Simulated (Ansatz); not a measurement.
**Effect of x(P) = 0.75, 8 atoms, Cm on GaAs**

Start from GaAs in the zinc blende structure (space group F-43m, No. 216; a = 5.659 Å).

The other end (x = 1) is GaP in the zinc blende structure (space group F-43m, No. 216): 20.11 Å³/atom, gap 1.45 eV.

One thing is altered: a fraction x = 0.75 of the As sites is given to P, ordered in a cell of 8 atoms (starting symmetry Cm) and fully relaxed.

All numbers come from PBEsol, PAW, 420 eV (Ansatz, a quantum-chemistry and plane-wave program; no spin-orbit coupling). Settings: 9×9×5 k-points, 0.05 eV Fermi–Dirac smearing, for the changed cell.

```json
[
 {"quantity": "volume per atom", "base": "22.65 Å³", "changed": "20.71 Å³", "shift": "-1.945 Å³"},
 {"quantity": "density", "base": "5.30 g/cm³", "changed": "4.48 g/cm³", "shift": "-0.82 g/cm³"},
 {"quantity": "shortest interatomic distance", "base": "245.0 pm", "changed": "234.4 pm", "shift": "-10.6 pm"},
 {"quantity": "band gap", "base": "0.42 eV", "changed": "1.32 eV", "shift": "+0.90 eV"},
 {"quantity": "gap character (in this cell's own zone, which can be folded)", "base": "direct at Γ", "changed": "direct at Γ", "shift": "–"},
 {"quantity": "valence-band top at Γ (three highest levels, from the VBM)", "base": "0.00, 0.00, 0.00 eV", "changed": "0.00, -0.04, -0.07 eV", "shift": "–"},
 {"quantity": "mixing energy", "base": "–", "changed": "+5 meV/atom", "shift": "–"},
 {"quantity": "deviation of the volume from the linear (Vegard-type) interpolation", "base": "–", "changed": "-0.2 %", "shift": "–"},
 {"quantity": "bowing parameter b of this ordering, from Eg = [1−x] Eg[0] + x Eg[1] − b x [1−x]", "base": "–", "changed": "-0.7 eV", "shift": "–"},
 {"quantity": "mean first-shell distances", "base": "–", "changed": "As–Ga 2.426 Å (end compound 2.450 Å), P–Ga 2.363 Å (end compound 2.355 Å)", "shift": "–"}
]
```

Final structure:

```yaml
crystal:
  lattice:
    - [6.44054, -1.94112, 0.00000]
    - [6.44054, 1.94112, 0.00000]
    - [-1.16986, 0.00000, 6.62567]
  atoms:
    - { symbol: P, position: [0.31153, 0.31153, 0.43466] }
    - { symbol: P, position: [0.81328, 0.81328, 0.94044] }
    - { symbol: As, position: [0.06296, 0.06296, 0.68804] }
    - { symbol: P, position: [0.56232, 0.56232, 0.18713] }
    - { symbol: Ga, position: [0.99887, 0.99887, 0.00695] }
    - { symbol: Ga, position: [0.49724, 0.49724, 0.49157] }
    - { symbol: Ga, position: [0.74858, 0.74858, 0.24988] }
    - { symbol: Ga, position: [0.25521, 0.25521, 0.75134] }
```

These are small ordered cells, not random alloys; other orderings at the same x differ. No phonon test of stability was made. Labels are those of the standard path for the cell's own space group.
